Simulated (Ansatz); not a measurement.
# BeS in the zinc blende structure (space group F-43m, No. 216)

```
CELL_PARAMETERS angstrom
      0.00000     2.41896     2.41896
      2.41896     0.00000     2.41896
      2.41896     2.41896     0.00000
ATOMIC_POSITIONS crystal
  S  0.25000 0.25000 0.25000
  Be 0.00000 0.00000 0.00000
```

All numbers come from PBEsol/PAW in Ansatz (an electronic-structure program), without spin-orbit coupling. k-mesh 12×12×12 (Γ-centred); smearing 0.05 eV (Fermi–Dirac).

| Quantity | Value |
|---|---|
| Volume per atom | 14.15 Å³ |
| Density | 2.41 g/cm³ |
| Band gap | 2.91 eV, indirect, Γ → X |
| Electron mass | 0.80 mₑ along k, 0.28 mₑ across |
| Hole mass (degenerate bands, along [100]) | 0.33, 0.55, 0.55 mₑ |
| Lowest conduction-band minima above the VBM | X along ⟨100⟩ 2.91 eV |
| Total energy | -488.722 eV/atom (σ→0; compares only within this code and set-up) |

Effective masses come from finite differences of ±0.01 Å⁻¹. Along k means along the line from Γ to the band edge. Stability against distortions was not tested.
